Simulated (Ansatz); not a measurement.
Results of LDA in Ansatz (PAW) for Mg2BeN2 (model structure, started from the Ca2ZnN2 type, I4/mmm, No. 139, 5 atoms in the cell).

Settings: plane-wave cutoff 520 eV, 14×14×14 k mesh, Fermi–Dirac smearing 0.01 eV, scalar-relativistic PAW data made under PBE.

Cell (relaxed at this level):

Space group I4/mmm (No. 139); a = 3.074 Å, b = 3.074 Å, c = 10.874 Å, α = 90.00°, β = 90.00°, γ = 90.00°

```
atom  site  symmetry       x       y       z
----  ----  --------  ------  ------  ------
Mg      4e       4mm  0.0000  0.0000  0.3356
Be      2a     4/mmm  0.0000  0.0000  0.0000
N       4e       4mm  0.0000  0.0000  0.1395
```
(The calculation used a cell of 5 atoms; values per cell refer to that cell.)

**Question.** Predict the band gap, direct gap at Γ and bulk modulus B0.

**Answer.** 
* **band gap**: 1.16 eV (on the SCF k mesh)
* **direct gap at Γ**: 1.81 eV
* **bulk modulus B0**: 130 GPa

Note: the bulk modulus is −V dP/dV from two relaxed cells at ±2 % in volume; the relaxation could raise the start's symmetry but not lower it, so the cell can be a saddle point.

The computed numbers hold no vibrational or temperature effects.

Cost on a shared machine: roughly 120 core-seconds.

A model structure was made by putting elements into a prototype or built by hand; it is no filed structure, need not be a known phase, and can be a saddle point held by its symmetry.

Ansatz is a first-principles code.
